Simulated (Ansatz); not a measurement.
**ScAl3: response to strain**

Start from ScAl₃ in the Cu3Au type structure (space group Pm-3m, No. 221; relaxed with 0.1 eV smearing).

```yaml
crystal:
  lattice:
    - [4.07246, 0.00000, 0.00000]
    - [0.00000, 4.07246, 0.00000]
    - [0.00000, 0.00000, 4.07246]
  atoms:
    - { symbol: Sc, position: [0.00000, 0.00000, 0.00000] }
    - { symbol: Al, position: [0.00000, 0.50000, 0.50000] }
    - { symbol: Al, position: [0.50000, 0.00000, 0.50000] }
    - { symbol: Al, position: [0.50000, 0.50000, 0.00000] }
```

Cartesian axes are those of the cell as printed.

Strains are applied to the cell and any free atomic positions relax.

The values are results of Ansatz (a quantum-chemistry and plane-wave program) PBEsol, without spin-orbit coupling, not measurements.

Notes on the quantities. energy relative to the base: free energy F.

| uniaxial strain ε_zz (%) | energy relative to the base (meV/atom) |
|---|---|
| -3 | 9.4 |
| -2.4 | ? |
| -1.8 | 3.3 |
| -1.2 | 1.5 |
| -0.6 | 0.4 |
| 0 | 0.0 |

Fit ΔE = Aε² + Bε³ (ε in %) to the rows shown and predict the withheld row.

Least squares on the printed values gives A = 1.00 and B = -0.014 meV/atom (largest residual 0.0 meV/atom); this predicts 6.0 meV/atom, and the run gives 6.0 meV/atom, in agreement.

Whether these cells are dynamically stable was not tested. The final runs are not spin-polarised.
